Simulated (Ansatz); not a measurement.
# A computed series for MgO: element substitutions

The reference is MgO in the rock salt structure (space group Fm-3m, No. 225; a = 4.254 Å).

Each row replaces one element on all its sites; cell and atoms are relaxed.

Levels (all Ansatz, a quantum-chemistry and plane-wave program, PAW): PBE (420 eV, without spin-orbit coupling); PBEsol (420 eV, scalar-relativistic without spin-orbit coupling).

The base cell above is that of PBE; each level relaxes its own structures.

| case | shortest interatomic distance, PBE | shortest interatomic distance, PBEsol |
|---|---|---|
| O → F | 2.459 Å | (withheld) |
| Mg → Sr | 2.598 Å | 2.561 Å |
| Mg → Ca | 2.415 Å | (withheld) |

### Question
Some entries are withheld; estimate them.

### Answer

- O → F, shortest interatomic distance, PBEsol: 2.430 Å
- Mg → Ca, shortest interatomic distance, PBEsol: 2.384 Å

PBE lies above PBEsol in every row, by 0.029 Å to 0.036 Å. They put the cases in the same order.

Whether these cells are dynamically stable was not tested. As relaxed here, MgF is a hypothetical phase, not in the database extracts checked. The final runs are not spin-polarised. An odd electron count without spin: MgF.
